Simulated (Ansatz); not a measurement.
ZnO: strain along the normal

ZnO (wurtzite, P6_3mc, 11.330 Å³/atom at rest, c along z) under an equal strain ε in the (0001) plane with the normal axis free, as in a coherent film. LDA in Ansatz, a plane-wave DFT program (PAW, default set), 420 eV, 12×12×7 Γ-centred mesh, Fermi-Dirac smearing 0.05 eV; ions are relaxed within the symmetry of each cell.

Here s stands for strain and y for normal strain.

```csv
strain (%),normal strain (%)
-3.00,?
-1.20,1.23
-0.60,0.62
0.00,0.00
0.60,-0.62
1.20,-1.26
```

Question: Using a straight line, estimate the missing y at s = -3.00 from the other rows, showing the fit.

Answer: Means: s 0, y -0.006. About the means, the sum of products is -3.7320 and the sum of squares of s is 3.6000; the slope is their ratio. Least squares gives y = -0.006 - 1.0367·s. Residuals (row less fit): -0.008, 0.004, 0.006, 0.008, -0.010; standard error 0.010 (degrees of freedom: 3). The slope, -1.04 ± 0.01, is the elastic response of the normal axis, −2C13/C33. At the withheld row, y = -0.006 - 1.0367 × (-3.0) = 3.104%. The calculation gives 3.01%, 0.094% below the prediction (2.2 % of the range of y in the table). The row lies outside the fitted rows, so this is an extrapolation. From the scatter of the fitted rows alone, a prediction at this place has a standard error of 0.019%, so the miss is 4.9 times that.

One order more, fitted to all 11 runs of the series, follows each within 0.01, so the miss is the next term of a smooth law. Rows are the converged runs of the series near zero and its far end; series whose fitted rows scatter by over a few per cent of the range, as at a crossing or softening among them, aren't shown in this form. Most that stay on the fit to the last digits aren't either.
